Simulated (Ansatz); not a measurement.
Start from Ir in the fcc (Cu type) structure (space group Fm-3m, No. 225; a = 3.8303 Å).

Structures relaxed with Kohn–Sham DFT with the PBEsol functional, run in Ansatz (an electronic-structure program) with PAW and 420 eV plane waves, spin-orbit coupling left out, earlier PAW set.

Base:

Simulated powder pattern, Cu Kα, λ = 1.54184 Å (kinematic, ideal powder, no thermal factors, no anomalous dispersion; the 14 strongest lines at most, above 2 %, up to 2θ = 90°):

```tsv
2θ (°)	I/Imax (%)	hkl
40.80	100	(111)
47.47	49	(200)
69.40	33	(220)
83.75	40	(311)
88.41	12	(222)
```

Now apply this change: Pt takes the place of Ir on all its sites, then cell and atoms are relaxed.

After the change:

Simulated powder pattern, Cu Kα, λ = 1.54184 Å (kinematic, ideal powder, no thermal factors, no anomalous dispersion; the 14 strongest lines at most, above 2 %, up to 2θ = 90°):

```csv
2θ (°),I/Imax (%),hkl
39.85,100,(111)
46.35,49,(200)
67.63,33,(220)
81.47,40,(311)
85.94,12,(222)
```

The indices refer to each structure's own conventional cell; one index is shown for lines that coincide.

Stability against distortions was not tested. The final runs are not spin-polarised. Pt lies near a magnetic instability that expansion can trigger; it was not tested.
